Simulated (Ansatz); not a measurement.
We consider cubic perovskite KCdF3, described by PBEsol-D3(BJ) (Ansatz, a first-principles code, PAW).

Run with plane-wave cutoff 520 eV, 8×8×8 k mesh, Fermi–Dirac smearing 0.01 eV, scalar-relativistic PAW data made under PBE.

Pressure at four volumes; x = ln(V/16.523 Å³). One pressure is withheld.

```tsv
V (Å³/atom)	x	P (GPa)
15.532	-0.0619	4.74
16.523	0.0000	0.00
17.184	0.0392	-2.35
17.515	0.0583	?
```

Question: Pass a parabola P(x) through the three rows shown, estimate the bulk modulus and its pressure derivative near zero pressure, and predict the withheld pressure.

Answer: Slopes between the rows: (0.00 − (4.74))/(0.0000 − (-0.0619)) = -76.58 and (-2.35 − (0.00))/(0.0392 − (0.0000)) = -59.95 GPa. Their difference over the span 0.1011 is c = 16.63/0.1011 = 164.5 GPa, so P(x) = 4.74 + (-76.58)(x − (-0.0619)) + 164.5 (x − (-0.0619))(x − (0.0000)). At the middle row B = −dP/dx = −[-76.58 + 164.5 × 0.0619] = 66.4 GPa, and B′ = dB/dP = 2c/B = 5.0. At x = 0.0583 the parabola gives -3.31 GPa; the run gives -3.33 GPa. The Birch–Murnaghan fit to the energies at all volumes has B0 = 65.9 GPa and B′ = 4.9.

Note: the relaxation could not lower the start's symmetry, so the cell can be a saddle point above a distorted one.
